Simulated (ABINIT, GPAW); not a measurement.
An ABINIT input for a self-consistent single point of SrAlGe (P-6m2, 3 atoms in the cell) (DFT, PBEsol, plane waves, norm-conserving pseudopotentials (PseudoDojo nc-sr-04 PBEsol standard)):

```
# SrAlGe, PseudoDojo nc-sr-04 PBEsol standard
pp_dirpath "./"
pseudos "Sr.upf, Al.upf, Ge.upf"
acell 3*1.0
rprim
         8.1064500880   -0.0000003180    0.0000000000
        -4.0532247686    7.0203918697    0.0000000000
         0.0000000000    0.0000000000    9.0168074167
natom 3
ntypat 3
znucl 38 13 32
typat 1 2 3
xcart
         0.0000000000    0.0000000000    0.0000000000
         2.1448743725    1.2383436842    2.3857445000
         0.0000000972    2.4766875366    2.3857445000
      Angstrom
ecut 39
occopt 7
tsmear 0.2 eV
nband 19
kptopt 1
ngkpt 9 9 7
nshiftk 1
shiftk 0 0 0
nstep 100
tolvrs 1.0e-10
prtwf 0
prtden 0
prtvol 1
enunit 1
```

### Question
Give the GPAW input for the same structure, mesh, smearing and functional.

### Answer
One input that does it (others would too):

```python
from ase import Atoms
from ase.units import GPa
from gpaw import GPAW

atoms = Atoms(['Sr', 'Al', 'Ge'],
              cell=[[4.289749, 0.000000, 0.000000],
                    [-2.144874, 3.715031, 0.000000],
                    [0.000000, 0.000000, 4.771489]],
              positions=[[0.000000, 0.000000, 0.000000],
                         [2.144877, 1.238342, 2.385744],
                         [-0.000002, 2.476689, 2.385744]],
              pbc=True)

calc = GPAW(mode={'name': 'pw', 'ecut': 550},
            xc='PBEsol',
            kpts=(9, 9, 7),
            occupations={'name': 'methfessel-paxton', 'width': 0.2, 'order': 0},
            nbands=-9,
            symmetry={'symmorphic': False, 'tolerance': 0.0005},
            maxiter=120)

atoms.calc = calc

energy = atoms.get_potential_energy()
print('Energy (eV):', round(energy, 6))
forces = atoms.get_forces()
print('Forces (eV/Ang):')
print(forces.round(5))
stress = atoms.get_stress()
print('Stress (GPa, Voigt):', (stress / GPa).round(4))
```

Basis, cutoffs, solver keys and any potentials are the target program's own. This input uses DFT PBEsol, plane waves, GPAW PAW datasets PBEsol (made by gpaw-setup). Both were run: pressure -0.92 GPa in ABINIT and -0.55 in GPAW.

On ABINIT: the starting cell comes from a database of computed structures (which also holds hypothetical and non-ambient phases and stackings), without a prior relaxation at this level. Its lattice was rescaled by a random factor within 2.5 % of one. For this run, on top of that: lattice scaled by 0.98.

On GPAW: the starting cell comes from a database of computed structures (which also holds hypothetical and non-ambient phases and stackings), without a prior relaxation at this level. Its lattice was rescaled by a random factor within 2.5 % of one. For this run, on top of that: lattice scaled by 0.98.
